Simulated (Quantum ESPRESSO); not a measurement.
Input and output of a self-consistent single point for Ga₂O₃ (R-3c, 10 atoms in the cell) (Quantum ESPRESSO).

Computed with PBE, PseudoDojo standard norm-conserving (PBE) pseudopotentials (plane waves; Quantum ESPRESSO 7.5).

```
CELL_PARAMETERS angstrom
      2.51869    -1.45417     4.51942
      0.00000     2.90833     4.51942
     -2.51869    -1.45417     4.51942
ATOMIC_POSITIONS crystal
  Ga 0.85559 0.85559 0.85559
  Ga 0.14441 0.14441 0.14441
  Ga 0.64441 0.64441 0.64441
  Ga 0.35559 0.35559 0.35559
  O  0.75000 0.44684 0.05316
  O  0.25000 0.55316 0.94684
  O  0.05316 0.75000 0.44684
  O  0.94684 0.25000 0.55316
  O  0.44684 0.05316 0.75000
  O  0.55316 0.94684 0.25000
```

Reference input (self-consistent single point, DFT, PBE, plane waves, PseudoDojo standard norm-conserving (PBE) pseudopotentials): ecutwfc = 85 Ry; occupations = fixed; potentials = {Ga: Ga.upf, O: O.upf}; K_POINTS = automatic 4 4 4 0 0 0; nbnd = 48; conv_thr = 1e-10 Ry. This run's input differs from it in these lines:

```diff
@@ -15,2 +15,3 @@
    ecutwfc = 85
+   ecutrho = 170
    occupations = 'fixed'
```

Output, abridged:

```
     Self-consistent Calculation

     iteration #  1     ecut=    85.00 Ry     beta= 0.70

     negative rho (up, down):  5.677E-04 0.000E+00

     total energy              =    -809.63405894 Ry
     estimated scf accuracy    <       2.17262150 Ry

     iteration #  2     ecut=    85.00 Ry     beta= 0.70

     negative rho (up, down):  5.843E-04 0.000E+00

     total energy              =    -810.30041713 Ry
     estimated scf accuracy    <       1.87637973 Ry

     iteration #  3     ecut=    85.00 Ry     beta= 0.70

     negative rho (up, down):  6.165E-04 0.000E+00

     total energy              =    -810.62191260 Ry
     estimated scf accuracy    <       0.01374650 Ry

   [... 7 blocks of this kind left out ...]

     iteration # 11     ecut=    85.00 Ry     beta= 0.70

     negative rho (up, down):  6.057E-04 0.000E+00

     total energy              =    -810.63198531 Ry
     estimated scf accuracy    <          6.4E-10 Ry

     iteration # 12     ecut=    85.00 Ry     beta= 0.70

     negative rho (up, down):  6.057E-04 0.000E+00
     End of self-consistent calculation

     highest occupied, lowest unoccupied level (ev):     9.6385   12.2556

!    total energy              =    -810.63198531 Ry
     estimated scf accuracy    <          1.7E-11 Ry

     convergence has been achieved in  12 iterations

     negative rho (up, down):  6.057E-04 0.000E+00

     Forces acting on atoms (cartesian axes, Ry/au):

     atom    1 type  1   force =    -0.00000000   -0.00000000    0.00239778
     atom    2 type  1   force =    -0.00000000   -0.00000000   -0.00239778
     atom    3 type  1   force =     0.00000000    0.00000000   -0.00239778
     atom    4 type  1   force =     0.00000000    0.00000000    0.00239778
     atom    5 type  2   force =    -0.00011618   -0.00020123   -0.00000000
     atom    6 type  2   force =     0.00011618    0.00020123    0.00000000
   [... lines left out ...]
     Total force =     0.004829     Total SCF correction =     0.000014
   [... lines left out ...]

     negative rho (up, down):  6.057E-04 0.000E+00
          total   stress  (Ry/bohr**3)                   (kbar)     P=       86.01
   0.00057990   0.00000000  -0.00000000           85.31        0.00       -0.00
   0.00000000   0.00057990   0.00000000            0.00       85.31        0.00
   0.00000000   0.00000000   0.00059430            0.00        0.00       87.42

   JOB DONE.
```

The run converged in 12 iterations. Against the reference run the free energy drops by 52.1 meV/atom, the pressure goes from 2.29 to 8.60 GPa, the largest force goes from 0.047 to 0.062 eV/Å and the gap on the mesh goes from 2.603 to 2.617 eV.

The starting cell comes from a database of computed structures (which also holds hypothetical and non-ambient phases and stackings), without a prior relaxation at this level. Its lattice was rescaled by a random factor within 2.5 % of one.

Cost on one core of a shared machine: roughly 2 min.
